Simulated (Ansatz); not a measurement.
# Effect of Ti → Cr on Ti

Start from Ti in the hcp (Mg type) structure (space group P6_3/mmc, No. 194; a = 2.901 Å, c = 4.591 Å).

Now apply this change: every Ti is replaced by Cr, then cell and atoms are relaxed.

Computed with PBEsol in Ansatz (plane waves to 420 eV, PAW, without spin-orbit coupling). Settings: 22×22×11 k-points, 0.05 eV Fermi–Dirac smearing, for the changed cell.

The volume per atom decreases by 5.24 Å³, from 16.73 Å³ to 11.49 Å³ and the density increases by 2.77 g/cm³ to 7.52 g/cm³. The lattice parameter a shrinks by 0.839 bohr to 4.643 bohr and the c/a ratio grows by 0.2061 (1.582 → 1.789). The space group stays P6_3/mmc (No. 194) and the shortest interatomic distance decreases by 0.7266 bohr (5.369 bohr → 4.643 bohr). The band gap remains zero.

Cost of the whole job for the changed cell (relaxation, final SCF and bands): very roughly 2.1 core-minutes.

Whether these cells are dynamically stable was not tested. Seeded moments were not kept for Ti → Cr. All final runs are without spin polarisation. Real Cr is antiferromagnetic at low temperature and ambient pressure, an order that this cell doesn't hold. This is not the structure that Cr has at room temperature and ambient pressure.

Ansatz is a program for electronic structure.
